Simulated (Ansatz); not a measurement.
In a free triangular strip chain of Al atoms, spin-degenerate bands cross the Fermi level 2 times between Γ and the zone edge.

Calculation: PBE (plane waves to 420 eV, PAW; Ansatz, an electronic-structure program). Mesh 1×1×112. No spin polarisation, so a magnetic state wasn't tested. It repeats along c; a and b span vacuum. A hypothetical model. It keeps the symmetry and period of its start, so it need not be a minimum against all distortions. Pairing along the axis, which can open a gap, is among the distortions not tried.

Q: What are the conductance and the two-terminal resistance of a perfect, endless piece?

A: Each crossing on the half of the zone with k > 0 has a partner at −k, so it gives one mode in each direction. Counting spin there are 4 modes, each carrying e²/h = 38.74 μS. G = 4 × 38.74 = 155.0 μS and R = 1/G = 6.45 kΩ, whatever the length. Scattering by phonons, roughness and contacts can only raise R.
